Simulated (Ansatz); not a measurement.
Short convergence ladders for Ta2H (P2, 3 atoms in the cell)

```
CELL_PARAMETERS angstrom
      1.72910    -2.38333     0.00000
      1.72910     2.38333     0.00000
      0.00000     0.00000     4.78236
ATOMIC_POSITIONS crystal
  Ta 0.00000 0.50000 0.27503
  Ta 0.50000 0.00000 0.73543
  H  0.00000 0.00000 0.00000
```

Base method: LDA (PW92), default PAW files made with PBE (plane waves; Ansatz, a quantum-chemistry and plane-wave program).

Base settings: basis.ecutwfc = 420 eV; kpoints.mp_grid.grid = 12 12 7; hamiltonian.xc = lda; hamiltonian.pseudopotentials = {kind: paw} (the program's default PAW files); scf.occupations.method = fermi_dirac; scf.occupations.width = 0.1 eV.

The count of work is k-points × plane waves × bands × iterations; it is no time. Core times come from one kind of shared machine, to one figure; runs under 30 s give none.

**The width of Fermi-Dirac smearing**

In this ladder: kpoints.mp_grid.grid = 20 20 12.

Narrow widths need finer meshes than wide ones, so the last steps can hold mesh noise.

Only quantities that move along the ladder and can be compared are tabulated; pressure and forces are left out, as mesh noise rules them at narrow widths.

```tsv
scf.occupations.width	free energy less the last step's (meV/atom)	energy extrapolated to zero width less the last step's (meV/atom)
1 eV	-951.62	53.91
0.5 eV	-215.51	11.80
0.3 eV	-73.56	1.16
0.2 eV	-31.36	0.00
0.1 eV	-6.29	-0.02
0.05 eV	0.00	0.00
```

Widest scf.occupations.width that holds the free energy within 5 meV/atom: not settled: the last two steps still differ by 6.3 meV/atom, over half the tolerance, so the ladder does not show it.

Widest scf.occupations.width that holds the energy extrapolated to zero width within 0.5 meV/atom of the last step, with all finer ones: 0.2 eV; the step before is off by 1.2 meV/atom.

The extrapolation to zero width removes most of the smearing's effect on the energy.

**The width of Methfessel-Paxton smearing**

In this ladder: kpoints.mp_grid.grid = 20 20 12; scf.occupations.method = methfessel_paxton.

Narrow widths need finer meshes than wide ones, so the last steps can hold mesh noise.

Only quantities that move along the ladder and can be compared are tabulated; pressure and forces are left out, as mesh noise rules them at narrow widths.

```tsv
scf.occupations.width	free energy less the last step's (meV/atom)
1 eV	9.33
0.5 eV	0.66
0.3 eV	0.10
0.2 eV	0.05
0.1 eV	0.04
0.05 eV	0.00
```

Widest scf.occupations.width that holds the free energy within 1 meV/atom of the last step, with all finer ones: 0.5 eV; the step before is off by 9.3 meV/atom.

**The mesh under tetrahedron occupations**

In this ladder: scf.occupations.method = tetrahedron; scf.occupations.width = default.

Only quantities that move along the ladder and can be compared are tabulated.

| kpoints.mp_grid.grid | free energy less the last step's (meV/atom) | pressure (GPa) | largest difference of a force vector from the last step's (eV/Å) | count of work / last | core time / last (rough) |
|---|---|---|---|---|---|
| 5 5 3 | 10.85 | -10.78 | 0.060 | 0.0084 | – |
| 6 6 4 | -4.05 | -11.02 | 0.059 | 0.018 | – |
| 8 8 5 | -0.24 | -11.01 | 0.000 | 0.031 | – |
| 9 9 6 | 1.77 | -10.98 | 0.014 | 0.050 | – |
| 11 11 7 | -0.76 | -11.08 | 0.013 | 0.074 | – |
| 14 14 9 | 0.30 | -11.05 | 0.005 | 0.15 | – |
| 18 18 11 | 0.06 | -11.08 | 0.002 | 0.30 | 0.3 |
| 22 22 13 | 0.04 | -11.09 | 0.002 | 0.52 | 0.6 |
| 27 27 16 | 0.00 | -11.09 | 0.000 | 1.0 | 1 |

Coarsest kpoints.mp_grid.grid that holds the forces within 0.005 eV/Å of the last step, with all finer ones: 14 14 9, at 0.15 of the last step's count of work; the step before is off by 0.013 eV/Å.

Coarsest kpoints.mp_grid.grid that holds the free energy within 2 meV/atom of the last step, with all finer ones: 8 8 5, at 0.031 of the last step's count of work; the step before is off by 4.1 meV/atom.

Coarsest kpoints.mp_grid.grid that holds the pressure within 0.05 GPa of the last step, with all finer ones: 11 11 7, at 0.074 of the last step's count of work; the step before is off by 0.11 GPa.

On the base run: the starting cell comes from a database of computed structures (which also holds hypothetical and non-ambient phases and stackings), without a prior relaxation at this level. Its lattice was rescaled by up to half a per cent. One atom was moved a little off its site on purpose. Spin polarisation is off. In the base run, with a pressure of about -11 GPa the cell is away from its equilibrium volume at this level. Ansatz's pressure includes its estimate of the finite-basis (Pulay) stress.

Left out of this page: 4 runs of the series outside the window shown, repeating another row's setting, or not comparable.

Keys are those of Ansatz 0.2.
